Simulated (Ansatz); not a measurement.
## Variants of one calculation on Si (Fd-3m, 2 atoms in the cell)

```
CELL_PARAMETERS angstrom
      0.00000     2.70144     2.70144
      2.70144     0.00000     2.70144
      2.70144     2.70144     0.00000
ATOMIC_POSITIONS crystal
  Si 0.25000 0.25000 0.25000
  Si 0.00000 0.00000 0.00000
```

Base run A: PBE0, default PAW files made with PBE (Ansatz, an electronic-structure program), self-consistent single point.

Its settings: basis.ecutwfc = 420 eV; kpoints.mp_grid.grid = 6 6 6; hamiltonian.xc = pbe0; hamiltonian.pseudopotentials = {kind: paw} (the program's default PAW files); scf.occupations.method = fixed.

The starting cell comes from a database of computed structures (which also holds hypothetical and non-ambient phases and stackings), without a prior relaxation at this level. Its lattice was rescaled by a random factor within 2.5 % of one. Ansatz's pressure includes its estimate of the finite-basis (Pulay) stress. Another mesh or the band path of this cell gives a smaller gap, so this value is not converged in the mesh.

ΔF is the free energy per atom less that of run A. A dash stands where there is no value to compare (another energy zero or no entropy term, no result, no spin, no clean gap, or a mesh too coarse for one). Absolute energies have different zeros for different potentials, functionals, Hubbard and dispersion terms and are not compared across them.

Run A gave: pressure (GPa) 1.99; gap on the mesh (eV) 1.905.

Runs:
- B: hamiltonian.xc: pbe0 → pbe [PBE]
- C: hamiltonian.xc: pbe0 → hse06 [HSE06]
- D: scf.convergence.dr2_threshold: default (1e-07 eV) → 1e-08 eV
- E: scf.mixing.preconditioner: default (the program chose none) → resta; scf.mixing.eps_inf: default → 5
- F: scf.exx.singularity: default → regularized
- G: scf.mixing.algorithm: default (the program chose MSR1) → broyden; scf.mixing.beta: default → 0.9

Question: What does run F change against A?

Answer: The pressure moves little (1.99 to 1.97 GPa) and the gap on the mesh goes from 1.905 to 1.927 eV.

Question: What does run C change against A?

Answer: The pressure goes from 1.99 to 2.16 GPa and the gap on the mesh goes from 1.905 to 1.249 eV.

Question: What does run B change against A?

Answer: The pressure goes from 1.99 to 3.66 GPa and the gap on the mesh goes from 1.905 to 0.674 eV.

```
run  ΔF (meV/atom)  pressure (GPa)  gap on the mesh (eV)
---  -------------  --------------  --------------------
A             0.00            1.99                 1.905
B                –            3.66                 0.674
C                –            2.16                 1.249
D             0.00            1.99                 1.905
E             0.00            1.99                 1.905
F                –            1.97                 1.927
G             0.00            1.99                 1.905
```

Keys are those of Ansatz 0.2.
